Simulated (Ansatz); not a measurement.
Phonon-limited electron mobility of C (Fd-3m) in cm²/(V·s), LDA, finite-displacement electron-phonon coupling, linearised Boltzmann equation (Ansatz, a first-principles code). Condition of this run: hydrostatic pressure -10 GPa (the target of the relaxation). Geometry: relaxed with this functional, without spin-orbit coupling.

| Condition | μ |
|---|---|
| 200 K | 3300 |
| 250 K | (withheld) |
| 300 K | 1570 |
| 350 K | 1120 |
| 400 K | 823 |
| 500 K | 471 |
| 600 K | (withheld) |

Question: What belongs in the gaps?

Answer: 
- 250 K, μ: 2200
- 600 K, μ: 293

Question: What exponent p of μ ∝ T^−p fits 200 to 400 K (along x)?

Answer: p ≈ 2.0; acoustic deformation-potential scattering alone gives 1.5.

Scattering by harmonic phonons alone: no impurities, screening or carrier-carrier scattering, bands fixed at 0 K. From a coarser fine mesh the values given move by up to 5 %. The mesh was bound by memory.
